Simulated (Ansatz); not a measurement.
The parent structure is Sn in the diamond structure (space group Fd-3m, No. 227; a = 6.6562 Å; relaxed with 0.1 eV smearing).

Method: PBE in Ansatz (plane waves to 420 eV, PAW, scalar-relativistic without spin-orbit coupling).

Strains are applied to the cell and any free atomic positions relax.

One change was made to it. Results:

The energy rises by 3.6 meV/atom; the pressure goes from zero to -1.0 GPa; the band gap is still zero.

**Question.** What was done to the base?
A. isotropic strain −0.50 %
B. isotropic strain +1.00 %
C. isotropic strain +3.00 %

**Answer.** B, isotropic strain +1.00 %. For comparison, the energy relative to the base in the other runs: isotropic strain +3.00 % gives +30 meV/atom; isotropic strain −0.50 % gives +0.9 meV/atom.

No phonon test of stability was made.

Ansatz is a program for electronic structure.
